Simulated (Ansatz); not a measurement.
CsCl-type RuAl was calculated with B3LYP (VWN-RPA form) (plane waves, PAW; Ansatz, an electronic-structure program).

Settings: plane-wave cutoff 460 eV, 10×10×10 k mesh, Fermi–Dirac smearing 0.05 eV, no spin polarisation, scalar-relativistic PAW data made under PBE.

Cell (relaxed at this level):

AlRu is taken in the cubic space group Pm-3m (No. 221), the CsCl type structure, Pearson symbol cP2. Lattice parameters: a = 3.001 Å, b = 3.001 Å, c = 3.001 Å, α = 90.00°, β = 90.00°, γ = 90.00°. Al on 1b is surrounded by 8 Ru at 2.599 Å and 6 Al at 3.001 Å. Ru on 1a is surrounded by 8 Al at 2.599 Å and 6 Ru at 3.001 Å. (Neighbours: up to the widest gap in distance over summed covalent radii, below 1.35, at either atom.)

**Question.** Estimate the bulk modulus and pressure derivative B′ of the bulk modulus that the calculation returns.

**Answer.** 
* **bulk modulus**: 206 GPa
* **pressure derivative B′ of the bulk modulus**: 4.5

Note: the run has no spin polarisation, so it can have missed a magnetic state.

It cost about 40 core-minutes (a rough figure) of CPU time.
